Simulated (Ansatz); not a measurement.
Consider Ir in the fcc (Cu type) structure (space group Fm-3m, No. 225).

```xyz
1
Lattice="0.0000 1.9222 1.9222 1.9222 0.0000 1.9222 1.9222 1.9222 0.0000" Properties=species:S:1:pos:R:3 pbc="T T T"
Ir     0.0000     0.0000     0.0000
```

Cartesian axes are those of the cell as printed.

Calculations: r2SCAN/PAW in Ansatz (a program for electronic structure), without spin-orbit coupling.

Strains are applied to the cell and any free atomic positions relax; under stress the whole cell relaxes.

One change was made to it. Results:

| quantity | base | after |
|---|---|---|
| energy relative to the base (free energy F) | 0 meV/atom | +2.7 meV/atom |
| shortest interatomic distance | 2.718 Å | 2.698 Å |

Task: Name the change that was made.
(A) tensor shear ε_xz = +0.75 %
(B) isotropic strain −1.01 %
(C) uniaxial stress, 8 GPa tension along x
(D) isotropic strain +3.48 %
(E) strain tensor (xx, yy, zz, yz, xz, xy) = (−1.15, −0.75, −0.54, −0.27, −0.32, −0.91) %

Result: A, tensor shear ε_xz = +0.75 %. For comparison, the energy relative to the base in the other runs: isotropic strain +3.48 % gives +158 meV/atom; uniaxial stress, 8 GPa tension along x gives +5.8 meV/atom; isotropic strain −1.01 % gives +16 meV/atom; strain tensor (xx, yy, zz, yz, xz, xy) = (−1.15, −0.75, −0.54, −0.27, −0.32, −0.91) % gives +16 meV/atom.

Without a gap, meshes like the base's 21×21×21 leave anisotropic stresses uncertain by several tenths of a GPa, and small strain energies with them. Beyond what the load breaks, stability against distortions was not tested. All final runs are without spin polarisation.
